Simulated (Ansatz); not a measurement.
For BP (model structure, started from the BeO type, P4₂/mnm, No. 136, 8 atoms in the cell), PBE (Ansatz, a quantum-chemistry and plane-wave program, PAW) gives:

| Quantity | Value |
|---|---|
| lattice constant a | 5.568 Å |
| lattice parameter c | 3.205 Å |
| cohesive energy | 5.16 eV/atom |

What does r²SCAN in Ansatz (PAW) give for the same quantities?


- lattice constant a: 5.552 Å (decreases by 0.3 %)
- lattice parameter c: 3.197 Å (drops by 0.2 %)
- cohesive energy: 5.12 eV/atom (falls by 0.04 eV/atom)

Changes are worked out from the printed values.

Unless a cell is named, each level is at its own relaxed cell (PBE 12.42, r²SCAN 12.31 Å³/atom).

Ansatz's density-functional and Hartree–Fock values are scalar-relativistic unless marked +SOC, with PAW data made under PBE.

A model structure was made by putting elements into a prototype or built by hand; it is no filed structure, need not be a known phase, and can be a saddle point held by its symmetry.
